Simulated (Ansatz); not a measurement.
# SrTiO3: pressure series

Base system: SrTiO$_{3}$ in the cubic perovskite structure (space group Pm-3m, No. 221; a = 3.908 Å).

Cell and atoms are relaxed at each pressure.

Calculations: Ansatz (an electronic-structure program) r2SCAN, without spin-orbit coupling, earlier PAW set.

Notes on the quantities. enthalpy: H = E + PV relative to the base's energy.

| change | smallest direct gap | band gap | enthalpy | shortest interatomic distance |
|---|---|---|---|---|
| base | 2.63 eV | 2.27 eV | – | 195.4 pm |
| pressure −2 GPa | 2.61 eV | 2.24 eV | -0.15 eV/atom | 196.1 pm |
| pressure −1 GPa | 2.62 eV | 2.25 eV | -0.07 eV/atom | 195.7 pm |
| pressure 0.3 GPa | 2.63 eV | 2.27 eV | +0.02 eV/atom | 195.3 pm |
| pressure 0.7 GPa | 2.63 eV | 2.27 eV | +0.05 eV/atom | 195.1 pm |
| pressure 1.5 GPa | 2.64 eV | 2.28 eV | +0.11 eV/atom | 194.9 pm |
| pressure 3 GPa | 2.65 eV | 2.30 eV | +0.22 eV/atom | 194.4 pm |
| pressure 5 GPa | 2.67 eV | 2.32 eV | +0.37 eV/atom | 193.8 pm |
| pressure 7.5 GPa | (withheld) | (withheld) | +0.55 eV/atom | (withheld) |
| pressure 10 GPa | 2.70 eV | 2.37 eV | +0.73 eV/atom | 192.3 pm |

Question: Fill in the withheld entries from the trend.

Answer: 
- pressure 7.5 GPa, smallest direct gap: 2.68 eV
- pressure 7.5 GPa, band gap: 2.35 eV
- pressure 7.5 GPa, shortest interatomic distance: 193.0 pm

Load acts through the strain it causes; cell and atoms are relaxed under it. Stability against distortions was not tested. Competing high-pressure phases were not computed. The final runs are not spin-polarised. Many cubic perovskites are stable only at high temperature; tilts and polar distortions were not tested.
